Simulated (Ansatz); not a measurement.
# Os, response to strain

Start from Os in the hcp (Mg type) structure (space group P6_3/mmc, No. 194; a = 2.729 Å, c = 4.309 Å; relaxed with 0.1 eV smearing). Axes: x lies along a and z along c of the hexagonal cell.

Strains are applied to the cell and any free atomic positions relax; under biaxial strain the out-of-plane vector relaxes too.

Level of theory: Ansatz (an electronic-structure program) PBEsol, spin-orbit coupling left out.

```tsv
biaxial strain, plane normal [001], relaxed out of plane (%)	out-of-plane strain (%)
0	0.00
0.5	-0.27
1	?
1.5	-0.81
2	-1.08
2.5	-1.36
3	-1.63
```

Task: Fit ε⊥ = −νε + γε² (strains in %) to the rows shown and predict the withheld row.

Result: Least squares on the printed values gives ν = 0.54 (the biaxial Poisson response) and γ = -0.002 (largest residual 0.00 %); this predicts -0.54 %, and the run gives -0.54 %, in agreement.

Whether these cells are dynamically stable was not tested. The final runs are not spin-polarised.
